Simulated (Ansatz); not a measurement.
We consider L1₂ (Cu3Au-type) Ni3Fe, described by PBEsol in Ansatz (PAW).

Run with plane-wave cutoff 520 eV, 16×16×16 k mesh, Fermi–Dirac smearing 0.05 eV, spin-polarised with parallel moments, scalar-relativistic PAW data made under PBE.

Computed at the level's own relaxed cell.

Question: Predict the magnetic moment (largest site, within a sphere), equilibrium volume per atom, bulk modulus, lattice parameter a and pressure derivative B′ of the bulk modulus.

Answer: 
* **magnetic moment (largest site, within a sphere)**: 2.84 μB
* **equilibrium volume per atom**: 10.62 Å³/atom
* **bulk modulus**: 224 GPa
* **lattice parameter a**: 3.489 Å
* **pressure derivative B′ of the bulk modulus**: 4.8

The run finds no gap.

Measured, for comparison: lattice constant a 3.545 Å (temperature not stated, copied from a table, unchecked, not corrected to a static lattice; as tabulated in Mineralogical Magazine 44, 225 (1981)). Computed (rounded) less measured: lattice constant a not scored (unchecked). A static lattice is as a rule a little smaller and stiffer than an uncorrected measurement, which narrows the difference in the lattice constant a and would widen misses of the other sign.

Moments are spin moments.

It cost about 13 core-minutes (a rough figure) of CPU time.

Ansatz is a first-principles code.
